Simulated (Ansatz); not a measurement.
Reference: SrZn2As2 (P-3m1), PBEsol, rigid bands (plane waves, PAW, scalar-relativistic; Ansatz, an electronic-structure program); geometry: cell and atoms relaxed with PBEsol.

SrZn2As2 has the trigonal space group P-3m1 (No. 164), Pearson symbol hP5. Lattice parameters: a = b = 4.1827 Å, c = 7.1844 Å, α = β = 90.00°, γ = 120.00°. Sr on 1a is coordinated by 6 As at 3.099 Å (octahedral). Zn on 2d has 4 As at 2.520–2.578 Å (tetrahedral). As on 2d has 4 Zn at 2.520–2.578 Å and 3 Sr at 3.099 Å. (Neighbours: up to the widest gap in distance over summed covalent radii, below 1.35, at either atom; cation-cation and far metal-metal contacts left out.)

| Item | Value |
|---|---|
| band gap | 0.33 eV |

**Question.** Replace Zn by Cd on the same sites and relax. What happens?

**Answer.** SrCd2As2 (P-3m1): volume per atom 21.8 to 25.0 Å³; band gap falls (0.33 eV to 0.20 eV).

Moves up to 5 % count as about the same. Spin-orbit coupling is left out.

Computed structure with no diffraction record at hand here (it may be known, metastable or hypothetical): SrCd2As2 (P-3m1), SrZn2As2 (P-3m1).
